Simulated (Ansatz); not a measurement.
End structure of the (100) surface of rock-salt TiC, Ta on half the Ti sites of the top plane, c(2x2) (bottom of the slab: a bare face, its two planes held):

```yaml
crystal:
  lattice:
    - [3.06391, 3.06391, 0.00000]
    - [-3.06391, 3.06391, 0.00000]
    - [0.00000, 0.00000, 27.00000]
  atoms:
    - { symbol: C, position: [0.00000, 0.00000, 0.29884] }
    - { symbol: C, position: [0.50000, 0.50000, 0.29884] }
    - { symbol: Ti, position: [0.50000, 0.00000, 0.29884] }
    - { symbol: Ti, position: [0.00000, 0.50000, 0.29884] }
    - { symbol: C, position: [0.50000, 0.00000, 0.37908] }
    - { symbol: C, position: [0.00000, 0.50000, 0.37908] }
    - { symbol: Ti, position: [0.00000, 0.00000, 0.37908] }
    - { symbol: Ti, position: [0.50000, 0.50000, 0.37908] }
    - { symbol: C, position: [0.00000, 0.00000, 0.45878] }
    - { symbol: C, position: [0.50000, 0.50000, 0.45883] }
    - { symbol: Ti, position: [0.50000, 0.00000, 0.45908] }
    - { symbol: Ti, position: [0.00000, 0.50000, 0.45908] }
    - { symbol: C, position: [0.50000, 0.00000, 0.53960] }
    - { symbol: C, position: [0.00000, 0.50000, 0.53960] }
    - { symbol: Ti, position: [0.00000, 0.00000, 0.53872] }
    - { symbol: Ti, position: [0.50000, 0.50000, 0.53879] }
    - { symbol: C, position: [0.00000, 0.00000, 0.62062] }
    - { symbol: C, position: [0.50000, 0.50000, 0.62033] }
    - { symbol: Ti, position: [0.50000, 0.00000, 0.61752] }
    - { symbol: Ti, position: [0.00000, 0.50000, 0.61752] }
    - { symbol: C, position: [0.50000, 0.00000, 0.70287] }
    - { symbol: C, position: [0.00000, 0.50000, 0.70287] }
    - { symbol: Ta, position: [0.00000, 0.00000, 0.69703] }
    - { symbol: Ti, position: [0.50000, 0.50000, 0.69692] }
```

Model: 24-atom slab, 10.9 Å thick at the start with caps and adatoms (thin: gaps and levels are the slab's own), 9x9x1 mesh, Fermi-Dirac 0.1 eV, dipole correction, 8 atoms held, the rest relaxed; held to the start's symmetry, so lower structures may exist; no spin, no spin-orbit, no U. It is one candidate, not shown to be the stable structure of the face.

**Question.** What is the computed work function of the top face (PBE (Ansatz, a quantum-chemistry and plane-wave program))?

**Answer.** 3.97 eV
